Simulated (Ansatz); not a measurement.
Effect of biaxial strain −2.50 %, plane normal [111], relaxed out of plane on ZnCu

The reference is ZnCu in the CsCl type structure (space group Pm-3m, No. 221; a = 2.9085 Å; relaxed with 0.1 eV smearing). Axes: x, y, z lie along the cube axes.

Perturbation: biaxial strain −2.50 %, plane normal [111], relaxed out of plane (Cartesian); in-plane vectors clamped, the third vector and the atoms free.

The values are results of Ansatz (an electronic-structure program), PBEsol, PAW, cutoff 420 eV, spin-orbit coupling left out, not measurements. Settings: 20×20×20 k-points, 0.1 eV Fermi–Dirac smearing.

| quantity | base | changed | shift |
|---|---|---|---|
| volume per atom | 12.30 Å³ | 11.88 Å³ | -0.42 Å³ |
| space group | Pm-3m (No. 221) | R-3m (No. 166) | – |
| energy relative to the base (free energy F) | 0 meV/atom | +15 meV/atom | +15 meV/atom |
| pressure (mean of the normal stresses, compression positive) | 0.0 GPa | 5.5 GPa | +5.5 GPa |
| band gap | zero | zero | – |
| out-of-plane strain | – | +1.58 % | – |
| ratio −ε⊥/ε∥ | – | 0.63 | – |
| mean in-plane stress (compression positive) | – | +8.3 GPa | – |

Stability against distortions was not tested. The final runs are not spin-polarised.
